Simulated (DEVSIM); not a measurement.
Structure: Schottky contact on n-type GaN, at 300 K.

Layer 1 from the left is GaN, thickness (μm) 0.360, Nd (cm⁻³) 8e16, τn (s) 4.5e-8, τp (s) 4.5e-8.

Left contact: Schottky, work function 5.15 eV, emission velocity 1.1e7 cm/s. Right contact: ohmic. Voltage is applied to the left contact. Recombination: SRH at mid-gap, radiative. Mobility is constant in doping.

This is a model device: material constants are rounded textbook-type values typed into the input, and sizes, dopings and lifetimes were drawn at random. Values at 300 K.

GaN: gap (eV) 3.43, affinity (eV) 4.1, permittivity 9.5, Nc (cm⁻³) 2.3e18, Nv (cm⁻³) 4.6e19, μn (cm²/Vs) 1200, μp (cm²/Vs) 100, B (cm³/s) 1e-11.

DEVSIM, 1D drift-diffusion, Boltzmann statistics, complete ionisation; no tunnelling, impact ionisation, image-force lowering or self-heating. Metal contacts follow the ideal Schottky-Mott rule: no Fermi-level pinning, no interface dipoles.

Dark forward current:

```tsv
|V| (V)	|J| (A/cm²)
0.05	5.210e-11
0.10	4.118e-10
0.15	2.896e-9
0.20	2.005e-8
0.25	1.384e-7
0.30	9.553e-7
0.35	6.590e-6
0.40	4.545e-5
0.45	0.0003132
0.50	0.002158
0.55	0.01485
0.60	0.1021
0.65	0.7006
0.70	4.793
0.75	32.57
0.80	216.5
0.85	1308
0.90	5788
```

Problem. Work out the local ideality factor n = ΔV / (kT/q · ln(J2/J1)) between the rows 0.15 and 0.20 V, 0.85 and 0.90 V.

Solution. kT/q = 25.85 mV. From 0.15 to 0.20 V: ln(2.005e-8/2.896e-9) = 1.935, n = 1.00, near the 1 of diffusion or emission over a barrier. From 0.85 to 0.90 V: ln(5788/1308) = 1.487, n = 1.30; the layers' resistance at their doping, Σ W/(qμN) = 2.3e-6 Ω cm², would take 10 mV of this step of 50 mV.

Problem. Estimate the current at 0.45 V for emission alone, J0 = q v N_band exp(−φB/kT), and read the barrier back from the simulated current.

Solution. φB = 1.050 eV, N_band = 2.30e18 cm⁻³, J0 = 9.27e-12 A/cm²; J = J0 (exp(qV/kT) − 1) = 0.000337 A/cm². The simulation gives 0.000313 A/cm²; the estimate lies 7.6 % above. Read backwards, the simulated current gives an apparent barrier of 1.052 eV. The estimate leaves out transport through the depletion region and minority injection.
